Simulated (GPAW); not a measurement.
**Worked example: self-consistent single point of CuRu3 (I4/mmm, 4 atoms in the cell) in GPAW**

Method: PBEsol, GPAW PAW datasets PBEsol (made by gpaw-setup) (plane waves; GPAW).

The input file:

```python
from ase import Atoms
from ase.units import GPa
from gpaw import GPAW, PW

atoms = Atoms(['Cu', 'Ru', 'Ru', 'Ru'],
              cell=[[-1.869205, 1.869205, 3.946280],
                    [1.869205, -1.869205, 3.946280],
                    [1.869205, 1.869205, -3.946280]],
              scaled_positions=[[0.000000, 0.000000, 0.000000],
                                [0.750000, 0.250000, 0.500000],
                                [0.250000, 0.750000, 0.500000],
                                [0.500000, 0.500000, 0.000000]],
              pbc=True)

calc = GPAW(mode=PW(800),
            xc='PBEsol',
            kpts={'size': (8, 8, 8), 'gamma': True},
            occupations={'name': 'methfessel-paxton', 'width': 0.1, 'order': 0},
            nbands=-10,
            convergence={'forces': 0.001},
            symmetry={'symmorphic': False, 'tolerance': 0.0005},
            maxiter=100,
            txt='-')

atoms.calc = calc

energy = atoms.get_potential_energy()
print('Energy (eV):', round(energy, 6))
forces = atoms.get_forces()
print('Forces (eV/Ang):')
print(forces.round(5))
stress = atoms.get_stress()
print('Stress (GPa, Voigt):', (stress / GPa).round(4))
```

Output (repeated stretches shortened):

```
Input parameters:
  convergence: {forces: 0.001}
  kpts: {gamma: True,
         size: (8, 8, 8)}
  maxiter: 100
  mode: {ecut: 800.0,
         name: pw}
  nbands: -10
  occupations: {name: methfessel-paxton,
                order: 0,
                width: 0.1}
  symmetry: {symmorphic: False,
             tolerance: 0.0005}
  xc: PBEsol

species:
  Cu:
    name: Copper
    Z: 29.0
    valence: 11
    core: 18
    charge: 0.0
    file: Cu.PBEsol.gz

    # Using partial waves for Cu as LCAO basis

  Ru:
    name: Ruthenium
    Z: 44.0
    valence: 16
    core: 28
    charge: 0.0
    file: Ru.PBEsol.gz

    # Using partial waves for Ru as LCAO basis

Reference energy: -414530.596727  # eV

Spin-paired calculation

Convergence criteria:
 Maximum [total energy] change in last 3 cyles: 0.0005 eV / valence electron
 Maximum integral of absolute [dens]ity change: 0.0001 electrons / valence electron
 Maximum integral of absolute [eigenst]ate change: 4e-08 eV^2 / valence electron
 Maximum change in the atomic [forces] across last 2 cycles: 0.001 eV/Ang OR
Maximum error relative to the maximum force is below inf
 Maximum number of scf [iter]ations: 100

Symmetries present (total): 16
Symmetries with fractional translations: 0
512 k-points: 8 x 8 x 8 Monkhorst-Pack grid + [1/16,1/16,1/16]
59 k-points in the irreducible part of the Brillouin zone
       k-points in crystal coordinates                weights
   0:     0.00000000    0.00000000    0.00000000          1/512
   1:     0.12500000   -0.12500000    0.00000000          4/512
   2:     0.12500000   -0.12500000    0.12500000          4/512
   [... 7 lines left out ...]
          ...
  58:     0.50000000    0.50000000    0.50000000          1/512

Wave functions: Plane wave expansion
  Cutoff energy: 800.000 eV
  Number of coefficients (min, max): 2804, 2864
  Pulay-stress correction: 0.000000 eV/Ang^3 (de/decut=0.000000)

Occupation numbers: Methfessel-Paxton:
  width: 0.1000  # eV
  order: 0

Eigensolver

Densities:
  Coarse grid: 32*32*32 grid
  Fine grid: 64*64*64 grid
  Total Charge: 0.000000

Density mixing:
  Method: separate
  Backend: pulay
  Linear mixing parameter: 0.05
  old densities: 5
  Damping of long wavelength oscillations: 50

Hamiltonian:
  XC and Coulomb potentials evaluated on a 64*64*64 grid
  External potential:
    NoExternalPotential

XC parameters: PBEsol with 2 nearest neighbor stencil

Number of atoms: 4
Number of atomic orbitals: 48
Number of bands in calculation: 39
Number of valence electrons: 59
Bands to converge: occupied

Density initialized from atomic densities
  39 bands from LCAO basis set

Atomic positions and initial magnetic moments

Positions:
   0 Cu     0.000000    0.000000    0.000000    ( 0.0000,  0.0000,  0.0000)
   1 Ru     0.000000    1.869205    1.973140    ( 0.0000,  0.0000,  0.0000)
   2 Ru     1.869205    0.000000    1.973140    ( 0.0000,  0.0000,  0.0000)
   3 Ru     0.000000    0.000000    3.946280    ( 0.0000,  0.0000,  0.0000)

Unit cell:
           periodic     x           y           z      points  spacing
  1. axis:    yes   -1.869205    1.869205    3.946280    32     0.1056
  2. axis:    yes    1.869205   -1.869205    3.946280    32     0.1056
  3. axis:    yes    1.869205    1.869205   -3.946280    32     0.0826

  Lengths:   4.749840   4.749840   4.749840
  Angles:  133.651337 133.651337  67.633096

Effective grid spacing dv^(1/3) = 0.1190

     iter     time        total  log10-change:
                         energy   eigst   dens  force
iter:   1 --:--:--   -38.672017
iter:   2 --:--:--   -36.575480   -1.15  -1.25
iter:   3 --:--:--   -35.490266   -1.77  -1.32
iter:   4 --:--:--   -34.306661   -1.05  -1.42
iter:   5 --:--:--   -34.188991   -2.23  -1.93
iter:   6 --:--:--   -34.678810   -1.80  -2.06
iter:   7 --:--:--   -34.461106   -3.46  -2.13
iter:   8 --:--:--   -34.211910   -2.67  -2.30
iter:   9 --:--:--   -34.123453   -2.68  -2.63
iter:  10 --:--:--   -34.118601   -3.49  -2.82
iter:  11 --:--:--   -34.118480c  -4.96  -2.80
iter:  12 --:--:--   -34.118565c  -4.98  -2.81
iter:  13 --:--:--   -34.119728c  -4.38  -2.87
iter:  14 --:--:--   -34.118195c  -4.60  -3.24
iter:  15 --:--:--   -34.117781c  -4.67  -3.37
iter:  16 --:--:--   -34.117776c  -6.45  -3.84
iter:  17 --:--:--   -34.117765c  -6.00  -3.88
iter:  18 --:--:--   -34.117767c  -6.87  -4.32c
iter:  19 --:--:--   -34.117765c  -8.34c -4.55c
iter:  20 --:--:--   -34.117765c  -8.80c -4.54c -16.52c

Converged after 20 iterations.

Dipole moment: (-0.000000, 0.000000, 0.000000) |e|*Ang

Energy contributions relative to reference atoms: (reference = -414530.596727)

Kinetic:        -44.134939
Potential:      +27.806151
External:        +0.000000
XC:             -17.271855
Entropy (-ST):   -0.026213
Local:           -0.504015
SIC:             +0.000000
--------------------------
Free energy:    -34.130872
Extrapolated:   -34.117765

Showing only first 2 kpts
 Kpt  Band  Eigenvalues  Occupancy
  0    27     10.95715    1.99466
  0    28     11.37387    0.00189
  0    29     12.28592    0.00000
  0    30     12.28593    0.00000

  1    27     10.75460    2.00000
  1    28     10.88910    1.99982
  1    29     11.22460    0.31886
  1    30     11.97732    0.00000

Fermi level: 11.15412

No gap
No difference between direct/indirect transitions
Energy (eV): -34.117765

Forces in eV/Ang:
  0 Cu    0.00000    0.00000   -0.00000
  1 Ru    0.00000    0.00000    0.00000
  2 Ru    0.00000    0.00000    0.00000
  3 Ru    0.00000    0.00000    0.00000

Stress tensor:
     0.095474     0.000000     0.000000
     0.000000     0.095474    -0.000000
     0.000000    -0.000000     0.095964
Stress (GPa, Voigt): [15.2966 15.2966 15.3752 -0.      0.      0.    ]
```

The run converged in 20 iterations. GPAW prints stress with tension positive.

The starting cell comes from a database of computed structures (which also holds hypothetical and non-ambient phases and stackings), without a prior relaxation at this level. Its lattice was rescaled by a random factor within 2.5 % of one. Spin polarisation is off. With a pressure of about -15 GPa the cell is away from its equilibrium volume at this level.

Cost on one core of a shared machine: roughly 2 min.
